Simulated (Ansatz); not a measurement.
Results of RPBE (Ansatz, a program for electronic structure, plane waves, PAW) for C11b MoSi2.

Run with plane-wave cutoff 520 eV, 24×24×24 k mesh, Fermi–Dirac smearing 0.05 eV, no spin polarisation, scalar-relativistic PAW data made under PBE.

The cell is scaled about its equilibrium volume:

Shape and atoms are relaxed at each volume.

| V (Å³/atom) | P (GPa) | c (Å) | a (Å) |
|---|---|---|---|
| 13.201 | 8.84 | 7.812 | 3.184 |
| 13.476 | 4.18 | 7.858 | 3.208 |
| 13.751 | 0.00 | 7.904 | 3.231 |
| 14.026 | -3.74 | 7.949 | 3.254 |
| 14.301 | -7.09 | 7.995 | 3.276 |
